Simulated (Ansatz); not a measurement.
Input:

```
CELL_PARAMETERS angstrom
      3.89113     0.00000     0.00000
      0.00000     3.89113     0.00000
      0.00000     0.00000     3.89113
ATOMIC_POSITIONS crystal
  Sr 0.00000 0.00000 0.00000
  Ti 0.50000 0.50000 0.50000
  O  0.50000 0.00000 0.50000
  O  0.00000 0.50000 0.50000
  O  0.50000 0.50000 0.00000
```

Calculation: r2SCAN, rigid bands (plane waves, PAW, scalar-relativistic; Ansatz, an electronic-structure program). Condition of this run: functional r2SCAN on the same cell. Geometry: cell and atoms relaxed with PBEsol.

Problem. Predict the hole conductivity mass (n e² τ/σ) at 300 K, by direction if it differs.

Solution. 1.79 mₑ.

Problem. Predict the electron conductivity mass (n e² τ/σ) at 300 K, by direction if it differs.

Solution. 0.68 mₑ.

Problem. And the band gap?

Solution. 2.29 eV at this level; semilocal functionals usually fall short of the measured gap.

Rigid bands, one relaxation time for all states, no polarons. Spin-orbit coupling is left out; where it splits the top of the valence band it changes the hole mass and lowers the gap by about a third of the splitting. Geometry: cell and atoms relaxed with PBEsol.
